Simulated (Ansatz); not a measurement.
## Te, response to strain

Consider Te (space group P3_121, No. 152; a = 4.624 Å, c = 5.903 Å; made of chains). Axes: x lies along a and z along c of the hexagonal cell.

Strains are applied to the cell and any free atomic positions relax; under biaxial strain the out-of-plane vector relaxes too.

Computed with r2SCAN (Ansatz, a first-principles code; PAW; 500 eV plane waves; scalar-relativistic without spin-orbit coupling).

| biaxial strain, plane normal [001], relaxed out of plane (%) | out-of-plane strain (%) |
|---|---|
| 0 | 0.00 |
| 0.61 | -0.31 |
| 1.64 | ? |
| 3.38 | -1.74 |
| 3.71 | -1.90 |

Fit ε⊥ = −νε + γε² (strains in %) to the rows shown and predict the withheld row.

Least squares on the printed values gives ν = 0.51 (the biaxial Poisson response) and γ = 0.000 (largest residual 0.01 %); this predicts -0.84 %, and the run gives -0.88 %, 0.04 lower.

No phonon test of stability was made. No dispersion term is included, though the crystal is made of layers, chains or molecules, so its spacings can come out too wide.
